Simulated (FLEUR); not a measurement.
## Equation of state of hcp Y (space group 194): energy against volume (FLEUR, LDA)

```
CELL_PARAMETERS angstrom
      3.43548     0.00000     0.00000
     -1.71774     2.97521     0.00000
      0.00000     0.00000     5.39324
ATOMIC_POSITIONS crystal
  Y  0.66667 0.33333 0.75000
  Y  0.33333 0.66667 0.25000
```

Method: LDA (Perdew-Zunger), all-electron FLAPW (FLEUR), scalar-relativistic valence (FLEUR). Settings: Kmax = 4.33 1/bohr; GmaxXC = 17.3 1/bohr; xcFunctional = pz; jspins = 1; l_soc = F; mode = hist; fermiSmearingEnergy = 0.00183747 Htr; mesh (inpgen div1-3) = 22 22 12; inpgen gamma flag = true; Gmax = 17.3 1/bohr; numbands = 0; maxIterBroyd = 15; imix = Anderson; alpha = 0.05; precondParam = 0; minDistance = 1e-05 me/bohr^3. The cell above is the first row's. The rows scale it uniformly. In all rows fractional positions and the k mesh are held. E is the free energy at the stated smearing, counted from the lowest row.

| V (Å^3/atom) | E (meV/atom) |
|---|---|
| 27.5629 | ? |
| 28.1621 | 16.12 |
| 28.7613 | 6.93 |
| 29.3605 | 1.66 |
| 29.9597 | 0.00 |
| 30.5589 | 1.67 |
| 31.1581 | 6.42 |
| 31.7573 | 14.03 |
| 32.3565 | 24.30 |

Fit E of the 8 rows that show it with the third-order Birch-Murnaghan form, a cubic in V^(-2/3). With u = V^(-2/3) - 0.1031, the rows have u = 0.0049331, 0.0034273, 0.0019730, 0.0005673, -0.0007923, -0.0021082, -0.0033826, -0.0046175. Least squares gives E = 0.294 - 1028.1·u + 881531·u² - 4655483·u³. Residuals (row less fit): 0.004, -0.008, -0.001, 0.006, 0.006, -0.003, -0.008, 0.005; standard error 0.008 (degrees of freedom: 4). Its minimum lies at u = 0.0005859, so V0 = (0.1036859)^(-3/2) = 29.95. There d²E/du² = 1747000 and d³E/du³ = -2.793e7, so B0 = (4/9) × 29.95^(-7/3) × 1747000 × 0.160218 = 44.6 GPa (the last factor turns the table's units into GPa), and B0' = 4 + (2/3) × 0.1036859 × (-2.793e7)/1747000 = 2.9.

Problem. Estimate the missing E (V = 27.5629); what did the run itself give?

Solution. u = 0.0064931, so E = 0.294 - 1028.1 × 0.0064931 + 881531 × 0.0064931² - 4655483 × 0.0064931³ = 29.510 meV/atom. The calculation gives 29.57 meV/atom, 0.060 meV/atom above the prediction (0.2 % of the range of E in the table). The row lies outside the fitted rows, so this is an extrapolation. From the scatter of the fitted rows alone, a prediction at this place has a standard error of 0.024 meV/atom, so the miss is 2.5 times that.

Carrying the step between the two nearest rows on in a straight line would have given 25.31, off by 4.26; series whose last step already gives the withheld value aren't shown. The reference cell has the volume at which an earlier scan in this program and functional put its minimum by a fit (its basis settings may differ); axis ratios and inner coordinates come from a measured-size cell. The runs keep the symmetry of the cell, so they don't test it for distortions. Values depend on the basis (sphere radii, cutoffs, local orbitals), which need not be converged. The shape of the cell and the inner coordinates aren't relaxed, so V0 and B0 belong to this uniform scaling; a relaxed crystal lies no higher in energy and is usually softer. Cutoffs and mesh are single choices, not tested for convergence of this quantity. Series with a scatter that would blur these digits, or in which a gap closes, are not shown. Nor are scans whose minimum lies at an end fitted in this form.
